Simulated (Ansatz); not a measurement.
Start from Sn in the diamond structure (space group Fd-3m, No. 227; a = 6.5665 Å).

All numbers come from r2SCAN (Ansatz, a first-principles code, PAW, scalar-relativistic without spin-orbit coupling).

Before the change:

Pressure: 0.0 GPa
Band gap: zero

One thing is altered: an isotropic linear strain of +2.50 %; the atoms relax in the strained cell.

**Question.** Predict the new energy relative to the base.

**Answer.** The energy increases by 24 meV/atom.

**Question.** How does this affect the pressure?

**Answer.** The pressure goes from zero to -2.6 GPa.

**Question.** Predict the new band gap.

**Answer.** The band gap stays zero.

No phonon test of stability was made.
